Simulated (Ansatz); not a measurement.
Input:

```xyz
4
Lattice="3.1067 0.0000 0.0000 -1.5534 2.6905 0.0000 0.0000 0.0000 4.8206" Properties=species:S:1:pos:R:3 pbc="T T T"
Al     0.0000     1.7937     4.7873
Al     1.5534     0.8968     2.3770
N      0.0000     1.7937     1.8401
N      1.5534     0.8968     4.2504
```

No spin polarisation.

Calculations: r2SCAN (Ansatz, a program for electronic structure), no spin-orbit coupling. Settings: 12×12×7 k-points, 0.05 eV Fermi–Dirac smearing.

**Question.** Predict the band gap, gap character and valence-band top at Γ.

**Answer.** Band gap: 4.97 eV
Gap character: direct at Γ
Valence-band top at Γ (three highest levels, from the VBM): 0.00, -0.53, -0.53 eV

The cells carry an imposed strain or load. Whether these cells are dynamically stable was not tested. The cell was made from AlN in the wurtzite structure (space group P6_3mc, No. 186) by this change: uniaxial strain ε_zz = −3.17 %.
